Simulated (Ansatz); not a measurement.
## MgTe: band gap against strain

MgTe (wurtzite, P6_3mc, 34.493 Å³/atom at rest, c along z) under an equal strain ε along all three axes. PBE in Ansatz, a plane-wave DFT program (PAW, default set), 420 eV, 8×8×5 Γ-centred mesh, Fermi-Dirac smearing 0.05 eV; ions are relaxed within the symmetry of each cell. Gaps are the smallest over the k-mesh and a band path, without spin-orbit coupling; in all rows the valence edge lies at Γ and the conduction edge at Γ.

Here s stands for strain and Eg for gap.

| strain (%) | gap (eV) |
|---|---|
| -3.00 | ? |
| -1.80 | 2.619 |
| -1.20 | 2.534 |
| -0.60 | 2.451 |
| 0.00 | 2.370 |

Problem. Using a straight line, estimate the missing Eg at s = -3.00 from the other rows, showing the fit.

Solution. Means: s -0.90000, Eg 2.4935. About the means, the sum of products is -0.24900 and the sum of squares of s is 1.8000; the slope is their ratio. Least squares gives Eg = 2.3690 - 0.13833·s. Residuals (row less fit): 0.0010, -0.0010, -0.0010, 0.0010; standard error 0.0014 (degrees of freedom: 2). Over these rows the gap moves by -14 ± 0.1 eV per unit strain, or -4.6 eV per unit of ln V. At the withheld row, Eg = 2.3690 - 0.13833 × (-3.0) = 2.7840 eV. The calculation gives 2.793 eV, 0.0090 eV above the prediction (2.1 % of the range of Eg in the table). The row lies outside the fitted rows, so this is an extrapolation. From the scatter of the fitted rows alone, a prediction at this place has a standard error of 0.0027 eV, so the miss is 3.3 times that.

One order more, fitted to all 6 runs of the series, follows each within 0.001, so the miss is the next term of a smooth law. Other structures, which can take over under pressure, weren't tried. Spin-orbit coupling is left out, which can shift this property for MgTe. Rows are the converged runs of the series near zero and its far end; series whose fitted rows scatter by over a few per cent of the range, as at a crossing or softening among them, aren't shown in this form. Most that stay on the fit to the last digits aren't either.
